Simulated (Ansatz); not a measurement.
The starting structures come from a database of crystals and need not be the phases stable at ambient conditions.

 Where the default PAW files enter, the runs use the earlier of Ansatz's two default sets.

The decay constant κ of evanescent states in the gap governs leakage through a thin film.

Input:

```
Cs2InNaF6
1.0
    6.27440     0.00000     0.00000
    0.00000     6.27440     0.00000
    3.13720    -3.13720     4.43667
Cs Na In F
2 1 1 6
Direct
  0.25000   0.25000   0.50000
  0.75000   0.75000   0.50000
  0.50000   0.50000   0.00000
  0.00000   0.00000   0.00000
  0.23650   0.23650   0.00000
  0.76350   0.76350   0.00000
  0.76350   0.23650   0.00000
  0.23650   0.76350   0.00000
  0.76350   0.23650   0.47300
  0.23650   0.76350   0.52700
```

Space group of this cell: Fm-3m. The cell is taken as given.

Transport runs along the normal of the first two printed cell vectors, the (001) plane of the conventional cell.

No gap correction and no spin-orbit coupling; mid-gap values are interpolated between computed energies.

Question: Estimate the band gap and the smallest decay constant κ at mid-gap that Ansatz (a program for electronic structure) with PBEsol returns for this system.

Answer: Gap 5.50 eV on a 8×8×8 mesh; κ = 0.447 1/Å, at the zone centre.
